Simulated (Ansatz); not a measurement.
Start from Rb in the bcc (W type) structure (space group Im-3m, No. 229).

```xyz
1
Lattice="-2.8376 2.8376 2.8376 2.8376 -2.8376 2.8376 2.8376 2.8376 -2.8376" Properties=species:S:1:pos:R:3 pbc="T T T"
Rb     0.0000     0.0000     0.0000
```

All numbers come from plane-wave PAW DFT at the PBE level (Ansatz, a program for electronic structure, 420 eV), scalar-relativistic without spin-orbit coupling.

Before the change:

| Quantity | Result |
|---|---|
| Lattice parameter a | 5.675 Å |

The change: a hydrostatic pressure of 3 GPa.

**Question.** What happens to the lattice parameter a?

**Answer.** The lattice parameter a shrinks by 0.813 Å, from 5.675 Å to 4.862 Å.

Load acts through the strain it causes; cell and atoms are relaxed under it. No phonon test of stability was made. The final runs are not spin-polarised.
